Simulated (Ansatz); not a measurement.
Base system: Sb (space group R-3m, No. 166; a = 4.3263 Å, c = 11.3390 Å (hexagonal axes); layered; relaxed with 0.1 eV smearing).

The values are results of Ansatz (a first-principles code) r2SCAN+rVV10, scalar-relativistic without spin-orbit coupling, not measurements.

For the base:

```
Quantity    Value
--------  -------
Pressure  0.0 GPa
Band gap     zero
```

Now apply this change: an isotropic linear strain of −1.20 %; the atoms relax in the strained cell.

Task: Estimate the effect on the pressure.

Result: The pressure (mean of the normal stresses, compression positive) goes from zero to 1.6 GPa.

Task: Estimate the effect on the largest internal atomic displacement.

Result: The largest internal atomic displacement amounts to 0.020 Å.

Task: Predict the new energy relative to the base.

Result: The energy goes up by 5.4 meV/atom.

Task: What does the calculation give for the band gap after the change?

Result: The band gap remains zero.

With Sb present, leaving out spin-orbit coupling can change the band edges. No phonon test of stability was made.
